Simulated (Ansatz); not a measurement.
Base system: KZnF₃ in the cubic perovskite structure (space group Pm-3m, No. 221).

```
KZnF3
1.0
    4.05228     0.00000     0.00000
    0.00000     4.05228     0.00000
    0.00000     0.00000     4.05228
K Zn F
1 1 3
Cartesian
  0.00000   0.00000   0.00000
  2.02614   2.02614   2.02614
  2.02614   0.00000   2.02614
  0.00000   2.02614   2.02614
  2.02614   2.02614   0.00000
```

Cartesian axes are those of the cell as printed.

Calculations: PBEsol (Ansatz, a program for electronic structure; PAW; 420 eV plane waves; spin-orbit coupling left out).

For the base:

- Band gap: 3.71 eV
- Smallest direct gap: 5.52 eV

Perturbation: the cell is stretched by 1.20 % along z with no lateral relaxation; the atoms relax in the strained cell.

**Question.** Predict the new band gap and smallest direct gap.

**Answer.** The band gap falls by 0.063 eV (3.71 eV → 3.64 eV); the smallest direct gap drops by 0.10 eV, from 5.52 eV to 5.42 eV.

Stability against distortions was not tested. Many cubic perovskites are stable only at high temperature; tilts and polar distortions were not tested.
